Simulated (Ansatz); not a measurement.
The decay constant κ of evanescent states in the gap governs leakage through a thin film.

Input:

```
CSi
1.0
    5.32348     0.00000     0.00000
    2.66174     5.27410     0.00000
    2.66174    -0.44778     1.47007
Si C
2 2
Cartesian
  3.54899   2.41123   0.73445
  7.09797   4.82440   1.46948
  8.87246   4.22497   1.28690
  7.09797   1.81180   0.55187
```

The cell is taken as given.

Transport runs along the normal of the first two printed cell vectors, the (111) plane of the conventional cell.

The gap is the functional's own, uncorrected, and κ follows it; spin-orbit coupling is left out. Mid-gap means the computed energy nearest the middle.

### Question
State the band gap and the smallest decay constant κ at mid-gap according to r2SCAN run with Ansatz (a program for electronic structure).

### Answer
Gap 2.69 eV on a 20×20×20 mesh; κ = 0.237 1/Å, at (0.000, 0.500) of the in-plane reciprocal vectors. At the zone centre the slowest state has κ = 0.28 1/Å.
